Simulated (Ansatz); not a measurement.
Base system: ZrSi in the rock salt structure (space group Fm-3m, No. 225; a = 5.342 Å; a hypothetical phase, not in the database extracts checked).

Level of theory: PBEsol (Ansatz, a first-principles code, PAW, without spin-orbit coupling), earlier PAW set.

Base values:

The shortest interatomic distance is 2.671 Å and the band gap is zero.

Now apply this change: every Si is replaced by Pb, then cell and atoms are relaxed.

Tabulated Pauling electronegativity and covalent radius: Si 1.90, 1.11 Å; Pb 2.33, 1.46 Å.

What happens to the shortest interatomic distance and band gap?

The shortest interatomic distance grows by 0.264 Å, from 2.671 Å to 2.935 Å; the band gap remains zero.

With Pb present, leaving out spin-orbit coupling can change the band edges. Whether these cells are dynamically stable was not tested. As relaxed here, ZrPb is a hypothetical phase, not in the database extracts checked. The final runs are not spin-polarised.
